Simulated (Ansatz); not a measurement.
Cell of (Si)7/(GaP)7 zinc blende (110) superlattice on Si -2.0%, with its geometry taken from a PBE run:

```xyz
28
Lattice="3.7917 0.0000 0.0000 0.0000 5.3580 0.0000 0.0000 0.0000 27.5197" Properties=species:S:1:pos:R:3 pbc="T T T"
Si     0.0000    -0.0785    -0.0015
Si     1.8958     1.2753     0.0003
Si     1.8958     2.5503     1.9679
Si     0.0000     3.9117     1.9327
Si     0.0000    -0.1248     3.8970
Si     1.8958     1.2378     3.9147
Si     1.8958     2.5531     5.8612
Si     0.0000     3.9157     5.8612
Si     0.0000    -0.1248     7.8253
Si     1.8958     1.2378     7.8076
Si     1.8958     2.5503     9.7544
Si     0.0000     3.9117     9.7896
Si     0.0000    -0.0785    11.7238
Si     1.8958     1.2753    11.7220
Ga     1.8958     2.7059    13.6546
P      0.0000     4.1113    13.6872
Ga     0.0000     0.1084    15.6568
P      1.8958     1.4795    15.6780
Ga     1.8958     2.7789    17.6503
P      0.0000     4.1526    17.6367
Ga     0.0000     0.1002    19.6210
P      1.8958     1.4731    19.6210
Ga     1.8958     2.7789    21.5917
P      0.0000     4.1526    21.6053
Ga     0.0000     0.1084    23.5852
P      1.8958     1.4795    23.5640
Ga     1.8958     2.7059    25.5874
P      0.0000     4.1113    25.5548
```

All values below come from r2SCAN (plane waves to 500 eV, PAW; Ansatz, a quantum-chemistry and plane-wave program). Spin–orbit coupling is left out. Its k-point mesh 6×5×1, Fermi–Dirac width 0.01 eV.

Problem. Give the plane-averaged electrostatic potential energy of an electron along the normal (the smooth PAW potential), about its mean over the cell.

Solution. 
```
z (Å)   V (eV)
------  ------
0.000    -5.00
0.510    -0.21
0.892     3.82
1.401     0.36
1.911    -4.94
2.293    -2.58
2.803     3.69
3.313     1.02
3.695    -4.03
4.204    -3.13
4.587     2.20
5.096     3.10
5.606    -3.61
5.988    -4.63
6.498     1.63
7.007     3.45
7.390    -1.44
7.899    -4.83
8.409     1.01
8.791     3.98
9.301    -0.79
9.810    -4.95
10.192   -1.54
10.702    3.91
11.084    1.65
11.594   -4.63
12.104   -2.12
12.486    3.11
12.995    2.42
13.505   -2.63
13.887   -2.43
14.397    3.00
14.907    3.38
15.289   -0.93
15.798   -2.86
16.308    2.06
16.690    4.38
17.200   -0.30
17.582   -3.03
18.092   -0.18
18.601    4.37
18.983    2.05
19.493   -2.85
20.003   -0.97
20.385    3.36
20.895    2.81
21.404   -2.49
21.786   -2.57
22.296    2.72
22.806    3.40
23.188   -0.96
23.698   -2.84
24.080    0.52
24.589    4.48
25.099   -0.02
25.481   -2.98
25.991   -0.48
26.500    4.02
26.883    1.63
27.392   -4.66
```
